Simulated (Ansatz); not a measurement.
Data:

```
CELL_PARAMETERS angstrom
      3.99487     0.00000     0.00000
      0.00000     3.99487     0.00000
      0.00000     0.00000     3.99487
ATOMIC_POSITIONS crystal
  K  0.00000 0.00000 0.00000
  Ta 0.50000 0.50000 0.50000
  O  0.00000 0.50000 0.50000
  O  0.50000 0.50000 0.00000
  O  0.50000 0.00000 0.50000
```

No spin polarisation.

All numbers come from Ansatz (a program for electronic structure) PBE, no SOC, earlier PAW set. k-mesh 8×8×8 (Γ-centred); smearing 0.05 eV (Fermi–Dirac).

### Question
Predict the band gap, smallest direct gap, gap character and width of the top valence band.

### Answer
Band gap: 2.22 eV
Smallest direct gap: 2.85 eV
Gap character: indirect, R → Γ
Width of the top valence band: 1.07 eV

With Ta present, leaving out spin-orbit coupling can change the band edges. Load acts through the strain it causes; cell and atoms are relaxed under it. Stability against distortions was not tested. The cell was made from KTaO₃ in the cubic perovskite structure (space group Pm-3m, No. 221) by this change: pressure 4.2 GPa.
